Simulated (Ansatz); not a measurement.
A thermal frame of Na(110) slab, cut from bcc Na, cell Na32, with vacuum along z, from MD with PBE at 280 K. All values below come from PBE (plane waves, PAW; Ansatz, an electronic-structure program).

```yaml
plane_wave_cutoff: 420 eV
k-points: 2x2x1 mesh shifted by half a step in the plane
Fermi-Dirac width: 0.086 eV
spin: not polarised; no spin-orbit coupling
```

A check of the k-sampling: on the last frame of the same run a denser mesh moved the PBE forces by 0.016 eV/Å rms and the free energy by -2 meV/atom.

```xyz
32
Lattice="12.1189 0.0000 0.0000 0.0000 8.5693 0.0000 0.0000 0.0000 21.0892" Properties=species:S:1:pos:R:3:forces:R:3 pbc="T T T"
Na    6.5918    3.8490    6.3165   0.000   0.070  -0.012
Na    3.5770    1.6326    5.9005  -0.007   0.141  -0.107
Na    3.5580    4.4628    8.8071  -0.064  -0.031  -0.120
Na    6.1193    1.8778    9.2910   0.027  -0.043  -0.023
Na    6.3024    4.6183   11.3219  -0.076  -0.009   0.140
Na    3.1435    2.4629   12.0399   0.029  -0.224  -0.196
Na    3.6429    4.4952   14.2615  -0.036   0.229   0.256
Na    6.3568    2.2073   14.5417   0.078  -0.026   0.004
Na    6.9508    8.7160    5.6520  -0.137   0.020   0.009
Na    3.9798    6.4474    5.5535  -0.062  -0.011   0.072
Na    2.8996    8.9400    8.8067   0.000  -0.136   0.094
Na    6.2782    6.7190    8.6740   0.053   0.076  -0.061
Na    5.6308    8.0752   12.1885   0.199   0.112  -0.120
Na    2.7402    6.5481   11.4585  -0.061   0.043   0.047
Na    3.5478    8.3937   14.8635   0.088   0.112   0.020
Na    7.0231    5.9541   14.7074  -0.050   0.090  -0.009
Na   12.6181    4.4252    6.4221   0.086  -0.065  -0.007
Na    9.7401    2.2068    5.8816   0.130   0.022  -0.108
Na    9.6381    4.2084    8.9126  -0.204   0.057  -0.079
Na   12.6667    2.8678    9.6613  -0.074  -0.136  -0.087
Na   11.9593    4.8722   12.3047   0.085  -0.060   0.156
Na    9.0745    2.7026   12.0336  -0.057  -0.181  -0.115
Na    9.7723    3.9445   15.0351   0.088   0.049   0.113
Na   12.9169    2.3218   15.8583   0.053   0.005  -0.062
Na   12.5213    7.9117    6.0111   0.142   0.233  -0.015
Na    9.5440    6.4766    5.7554  -0.086  -0.144   0.059
Na    9.2480    8.9376    8.6642   0.015   0.067   0.033
Na   11.8373    6.8961    9.2886   0.271  -0.024  -0.038
Na   12.0445    9.5049   12.7136   0.141  -0.109  -0.161
Na    9.3207    6.7964   11.4199  -0.228   0.082   0.239
Na    9.7372    8.7090   14.9395  -0.160  -0.039   0.052
Na   12.8616    6.9191   15.2714  -0.182  -0.166   0.023
```

```yaml
free energy on this k-sampling (the code's own zero, frozen cores included): -47561.5 eV
rms_force_component: 0.110 eV/Å
largest_force: 0.35 eV/Å on atom 7
```
